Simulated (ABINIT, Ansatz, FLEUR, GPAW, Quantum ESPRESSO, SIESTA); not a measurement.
IrRu3 (P6_3/mmc, 8 atoms in the cell) computed with different codes at matched settings

Self-consistent single point.

```xyz
8
Lattice="5.3042 0.0000 0.0000 -2.6521 4.5935 0.0000 0.0000 0.0000 4.2124" Properties=species:S:1:pos:R:3 pbc="T T T"
Ru     0.0000     1.5233     1.0531
Ru     2.6521     3.0702     3.1593
Ru     3.9849     0.7617     3.1593
Ru    -1.3329     3.8319     1.0531
Ru     1.3329     3.8319     1.0531
Ru     1.3192     0.7617     3.1593
Ir     0.0000     3.0624     3.1593
Ir     2.6521     1.5312     1.0531
```

All programs got the same cell, k-point mesh and kind of occupations (in Ansatz's words: kpoints.mp_grid.grid = 5 5 5; scf.occupations.method = gaussian; scf.occupations.width = 0.272 eV); potentials, basis and cutoffs are each program's usual ones.

```json
[
 {"code": "ABINIT", "model": "PBEsol, norm-conserving pseudopotentials (PseudoDojo nc-sr-04 PBEsol standard)", "pressure (GPa)": "20.89", "largest force (eV/Å)": "0.009", "k-points": "15", "cutoff": "42 Ha"},
 {"code": "FLEUR", "model": "PBEsol, all-electron FLAPW (FLEUR), scalar-relativistic valence", "pressure (GPa)": "–", "largest force (eV/Å)": "0.021", "k-points": "15", "cutoff": "Kmax 4.3 1/bohr"},
 {"code": "GPAW", "model": "PBEsol, GPAW PAW datasets PBEsol (made by gpaw-setup)", "pressure (GPa)": "19.20", "largest force (eV/Å)": "0.022", "k-points": "15", "cutoff": "600 eV"},
 {"code": "Ansatz", "model": "PBEsol, PAW files made with PBE", "pressure (GPa)": "20.35", "largest force (eV/Å)": "0.024", "k-points": "15", "cutoff": "420 eV"},
 {"code": "SIESTA", "model": "GGA PBEsol, numerical atomic orbitals DZP, PseudoDojo PBEsol standard norm-conserving potentials (rewritten from UPF to PSML)", "pressure (GPa)": "20.36", "largest force (eV/Å)": "0.011", "k-points": "63", "cutoff": "grid 300 Ry"},
 {"code": "Quantum ESPRESSO", "model": "PBEsol, GBRV 1.5 ultrasoft (PBESOL) pseudopotentials", "pressure (GPa)": "19.82", "largest force (eV/Å)": "0.041", "k-points": "15", "cutoff": "40 Ry"}
]
```

A dash marks a value that a program does not give, or that is left out as unsure.

The spread over the programs that give each value: pressure within 1.69 GPa; largest force within 0.032 eV/Å.

The starting cell comes from a database of computed structures (which also holds hypothetical and non-ambient phases and stackings), without a prior relaxation at this level. Its lattice was rescaled by a random factor within 2.5 % of one. On Ansatz's run: Spin-orbit coupling is off. Spin polarisation is off. In the base run, with a pressure of about 21 GPa the cell is away from its equilibrium volume at this level.

Why do the programs differ, and what cannot be compared?

Differences of this kind can come from the potentials, where these differ, and from what each basis and cutoff leave unconverged. The valence holds different numbers of electrons (ABINIT 130, FLEUR 114, GPAW 126, Ansatz (a first-principles code) 130, SIESTA 130, Quantum ESPRESSO 126). The zero of total energies and Fermi levels follows the potentials and each program's conventions, so they are not compared here. SIESTA uses small atom-centred bases, whose incompleteness enters pressures, forces and empty levels differently from a plane-wave cutoff. FLEUR treats all electrons, but the usual bases taken here (sphere radii, linearisation, local orbitals, empty states) were not tested for convergence, so the values are no reference for the others. Ansatz's pressure is given at a fixed set of plane waves, as the other plane-wave codes print theirs; with its correction for the finite basis it is 20.59 GPa (the shift of 0.24 GPa shows how far the cutoff is from converged). The programs reduce the same mesh by symmetry to different extents, which changes the work and not the result.

Left out of this page: Elk (not drawn, or without a comparable value).

Keys are those of Ansatz 0.2.
